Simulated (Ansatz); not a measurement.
Band structure of ZnSe (F-43m, 2 atoms in the cell).

```yaml
crystal:
  lattice:
    - [0.00000, 2.83244, 2.83244]
    - [2.83244, 0.00000, 2.83244]
    - [2.83244, 2.83244, 0.00000]
  atoms:
    - { symbol: Zn, position: [0.00000, 0.00000, 0.00000] }
    - { symbol: Se, position: [0.75000, 0.75000, 0.75000] }
```

Method: PBE with spin-orbit coupling, PAW files (plane waves; Ansatz, an electronic-structure program).

Settings: basis.ecutwfc = 420 eV; kpoints.mp_grid.grid = 5 5 5; hamiltonian.xc = pbe; hamiltonian.pseudopotentials = {kind: paw_fr}; magnetization.noncollinear = true; magnetization.spin_orbit = true; scf.occupations.method = fixed; kpoints.band_path.npoints = 10.

The starting cell comes from a database of computed structures (which also holds hypothetical and non-ambient phases and stackings), without a prior relaxation at this level.

Question: Predict the gap along the standard path and the places of the band edges.

Answer: The gap along the path is 1.16 eV, direct at Γ to within 0.01 eV.

Levels in eV from the top of the valence band on the path, bands 25 to 32:
```tsv
point	25	26	27	28	29	30	31	32
Γ	0.00	0.00	0.00	0.00	1.16	1.16	5.58	5.58
X	-2.41	-2.41	-2.24	-2.24	2.85	2.85	3.33	3.33
W	-3.01	-2.83	-2.78	-2.77	5.25	5.35	5.43	5.50
K	-3.28	-3.17	-1.92	-1.92	3.45	3.46	5.41	5.52
L	-1.11	-1.11	-0.88	-0.88	2.41	2.41	6.22	6.22
U	-3.28	-3.17	-1.92	-1.92	3.45	3.46	5.41	5.52
```

The net moment of the cell came out as 0.00 μB.

Keys are those of Ansatz 0.2.
